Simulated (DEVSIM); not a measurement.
## Schottky contact on n-type GaAs

System: Schottky contact on n-type GaAs, at 300 K.

```
layer (left to right)  material  thickness (μm)  Nd (cm⁻³)  τn (s)  τp (s)
---------------------  --------  --------------  ---------  ------  ------
1                          GaAs            6.50     1.2e15  5.1e-9  5.1e-9
```

Left contact: Schottky, work function 4.8 eV, emission velocity 1.9e6 cm/s. Right contact: ohmic. Voltage is applied to the left contact. Recombination: SRH at mid-gap, radiative. Mobility is μmin + (μ − μmin)/(1 + (N/Nref)^α).

This is a model device: material constants are rounded textbook-type values typed into the input, and sizes, dopings and lifetimes were drawn at random. Values at 300 K.

```
parameter        GaAs
-------------  ------
gap (eV)        1.424
affinity (eV)    4.07
permittivity     12.9
Nc (cm⁻³)      4.7e17
Nv (cm⁻³)        9e18
μn (cm²/Vs)      8500
μp (cm²/Vs)       400
μn,min            500
μp,min             20
Nref,n           6e16
Nref,p         1.5e17
αn               0.39
αp               0.38
B (cm³/s)       2e-10
```

DEVSIM, 1D drift-diffusion, Boltzmann statistics, complete ionisation; no tunnelling, impact ionisation, image-force lowering or self-heating. Metal contacts follow the ideal Schottky-Mott rule: no Fermi-level pinning, no interface dipoles.

The potential step across the device at zero bias is 0.576 V and the largest field in the device at zero bias is 14000 V/cm. The dark forward voltage at 1 A/cm² is 0.425 V and the dark forward voltage at 100 A/cm² is 0.593 V.

Dark reverse current:

```
V (V)   J (A/cm²)
------  ---------
-0.40     -7.8e-8
-1.00     -7.9e-8
-2.00     -8.1e-8
-3.00     -8.2e-8
-4.00     -8.3e-8
-6.00     -8.5e-8
-8.00     -8.6e-8
-10.00    -8.7e-8
-13.00    -8.9e-8
-16.00    -9.1e-8
-20.00    -9.3e-8
```

Dark forward current:

| V (V) | J (A/cm²) |
|---|---|
| 0.05 | 4.5e-7 |
| 0.10 | 3.6e-6 |
| 0.15 | 2.5e-5 |
| 0.20 | 0.00017 |
| 0.30 | 0.0083 |
| 0.35 | 0.057 |
| 0.40 | 0.39 |
| 0.45 | 2.6 |
| 0.50 | 14 |
| 0.55 | 50 |
| 0.60 | 110 |
| 0.70 | 270 |
| 0.75 | 360 |
| 0.80 | 460 |
| 0.85 | 550 |
| 0.90 | 650 |
| 0.95 | 750 |
| 1.05 | 950 |
| 1.10 | 1100 |
| 1.15 | 1200 |
| 1.20 | 1300 |
| 1.25 | 1400 |
| 1.30 | 1500 |
| 1.35 | 1600 |
| 1.45 | 1800 |
| 1.50 | 1900 |
| 1.55 | 2000 |
| 1.60 | 2100 |
